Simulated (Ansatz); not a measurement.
Al_Si+V_C in 4H silicon carbide (start: the Si(k) site; C(h) 1.89 Å away; 96-site cell, 2×2×2 shifted sampling). Computed with PBE, PAW (plane waves to 420 eV; Ansatz, a program for electronic structure). Total energies of the localised charge states, counted from that of charge +1, and their image corrections (point charge with alignment); the host's valence-band maximum lies at 9.362 eV on the cells' energy zero and its gap is 2.23 eV.

```
charge         moment (μB)  E − E(first) (eV)  correction (eV)
------  ------------------  -----------------  ---------------
+1      not spin-polarised              0.000            0.080
0                      1.0             10.803            0.012
```

Q: Derive the transition levels above the valence-band maximum and say which of them are thermodynamic.

A: A level is the Fermi energy at which two charges have equal formation energy: ε(q/q′) = [E(q′) + corr(q′) − E(q) − corr(q)] / (q − q′) − E_VBM.
ε(+1/0) = [(10.803 + 0.012) − (0.000 + 0.080)] / 1 − 9.362 = 1.37 eV
Thermodynamic levels at least 0.1 eV inside the gap: (+1/0) at 1.37 eV. They hold to tenths of an eV in this cell. Only the charges listed were compared. At charge +2 the carrier sat in host band states, shallow at most. The geometries come from one start. Flagged in the runs: a host whose relaxation on this sampling wasn't shown to rest.
